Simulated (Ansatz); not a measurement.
## Effect of pressure 0.9 GPa on AlP

The parent structure is AlP in the zinc blende structure (space group F-43m, No. 216; a = 5.508 Å).

Modification: a hydrostatic pressure of 0.9 GPa.

Computed with PBE (Ansatz, a quantum-chemistry and plane-wave program), scalar-relativistic without spin-orbit coupling. Settings: 10×10×10 k-points, 0.05 eV Fermi–Dirac smearing.

```tsv
quantity	base	changed	shift
volume per atom	20.88 Å³	20.66 Å³	-0.22 Å³
density	2.30 g/cm³	2.33 g/cm³	+0.025 g/cm³
lattice parameter a	5.508 Å	5.488 Å	-0.020 Å
shortest interatomic distance	2.385 Å	2.376 Å	-0.0085 Å
enthalpy H = E + PV relative to the base's energy	–	+0.12 eV/atom	–
band gap	1.63 eV	1.61 eV	-0.02 eV
gap character	indirect, Γ → X	indirect, Γ → X	–
smallest direct gap	3.09 eV	3.18 eV	+0.09 eV
electron mass	0.81 mₑ along k, 0.25 mₑ across (at X)	0.80 mₑ along k, 0.25 mₑ across (at X)	–
hole mass (degenerate bands, along [100])	0.19, 0.56, 0.56 mₑ (at Γ)	0.20, 0.56, 0.56 mₑ (at Γ)	–
valley order (the lowest conduction-band minima on the path, energy above the VBM, named in the base's zone)	X along ⟨100⟩ 1.63 eV; L along ⟨111⟩ 2.72 eV; Γ 3.09 eV	X along ⟨100⟩ 1.61 eV; L along ⟨111⟩ 2.76 eV; Γ 3.18 eV	–
```

Cost of the whole job for the changed cell (relaxation, final SCF and bands): very roughly 9 core-seconds.

Load acts through the strain it causes; cell and atoms are relaxed under it. Effective masses come from finite differences of ±0.01 Å⁻¹. Along k means along the line from Γ to the band edge. No phonon test of stability was made.
